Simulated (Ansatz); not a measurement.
System: Ir (model structure, started from the simple cubic type, Pm-3m, No. 221, 1 atom in the cell). Method: PBEsol in Ansatz (plane waves, PAW).

Numerical settings: plane-wave cutoff 520 eV, 22×22×22 k mesh, Fermi–Dirac smearing 0.05 eV, no spin polarisation, scalar-relativistic PAW data made under PBE.

Cell (relaxed at this level):

```
Ir
1.0
    2.54090     0.00000     0.00000
    0.00000     2.54090     0.00000
    0.00000     0.00000     2.54090
Ir
1
Direct
  0.00000   0.00000   0.00000
```

Problem. What does this level give for the bulk modulus B0?

Solution. 
- bulk modulus B0: 277 GPa

Note: the run has no spin polarisation, so it can have missed a magnetic state; the bulk modulus is −V dP/dV from two relaxed cells at ±2 % in volume; the relaxation could raise the start's symmetry but not lower it, so the cell can be a saddle point.

Spin–orbit coupling is not included.

Static lattice: no zero-point or thermal effects.

A model structure was made by putting elements into a prototype or built by hand; it is no filed structure, need not be a known phase, and can be a saddle point held by its symmetry.

Ansatz is a program for electronic structure.
